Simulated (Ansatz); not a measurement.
**SiO₂ (within 0.1 Å of C222₁, No. 20, 12 atoms in the cell; start mp-555891; another space group than a measured phase of this formula)**

Calculation: PBE0 in Ansatz (PAW).

Settings: plane-wave cutoff 460 eV, 6×4×6 k mesh (along the axes of the cell as run), Fermi–Dirac smearing 0.01 eV, scalar-relativistic PAW data made under PBE.

Cell (relaxed with PBEsol):

O$_{2}$Si is taken in the orthorhombic space group C222₁ (No. 20), Pearson symbol oS24. Cell: a = 4.9895 Å, b = 8.8389 Å, c = 8.3207 Å, α = β = γ = 90.00°. Si on 8c has 4 O at 1.609–1.620 Å (tetrahedral). O1 on 8c sees 2 Si at 1.619 Å (bent). O2 on 4a is coordinated by 2 Si at 1.620 Å (bent). O3 on 4b is surrounded by 2 Si at 1.609 Å (linear). (Neighbours: up to the widest gap in distance over summed covalent radii, below 1.35, at either atom.)
(The calculation used a cell of 12 atoms; values per cell refer to that cell.)

- band gap: 8.15 eV (on the SCF k mesh) (indirect)
- smallest direct gap on the k points sampled: 8.17 eV

Note: cell and atoms aren't relaxed at this level (largest force component 0.21 eV/Å, pressure -2.3 GPa).

Static lattice: no zero-point or thermal effects.

It cost about 23 core-minutes (a rough figure) of CPU time.

A start named mp-… is a Materials Project structure, which need not be a measured phase.

Ansatz is an electronic-structure program.
